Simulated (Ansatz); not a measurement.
# What biaxial strain −2.50 %, plane normal [111], relaxed out of plane does to BeSe

The reference is BeSe in the zinc blende structure (space group F-43m, No. 216; a = 5.129 Å). Axes: x, y, z lie along the cube axes.

One thing is altered: biaxial strain −2.50 %, plane normal [111], relaxed out of plane (Cartesian); in-plane vectors clamped, the third vector and the atoms free.

Calculations: DFT with PBEsol, PAW potentials and a 420 eV plane-wave cutoff in Ansatz (a quantum-chemistry and plane-wave program), no spin-orbit coupling. Settings: 11×11×11 k-points, 0.05 eV Fermi–Dirac smearing.

| quantity | base | changed | shift |
|---|---|---|---|
| volume per atom | 16.86 Å³ | 16.20 Å³ | -0.66 Å³ |
| space group | F-43m (No. 216) | R3m (No. 160) | – |
| shortest interatomic distance | 2.221 Å | 2.184 Å | -0.037 Å |
| energy relative to the base (free energy F) | 0 meV/atom | +13 meV/atom | +13 meV/atom |
| pressure (mean of the normal stresses, compression positive) | 0.0 kbar | 34.9 kbar | +34.9 kbar |
| band gap | 2.47 eV | 2.24 eV | -0.23 eV |
| gap character | – | indirect, Γ → F | – |
| smallest direct gap | 4.28 eV | 4.15 eV | -0.13 eV |
| valence-band top at Γ (three highest levels, from the VBM) | 0.00, 0.00, 0.00 eV | 0.00, 0.00, -0.34 eV | – |
| out-of-plane strain | – | +1.05 % | – |
| ratio −ε⊥/ε∥ | – | 0.42 | – |
| mean in-plane stress (compression positive) | – | +5.2 GPa | – |

Stability against distortions was not tested. Labels are those of the standard path for the cell's own space group.
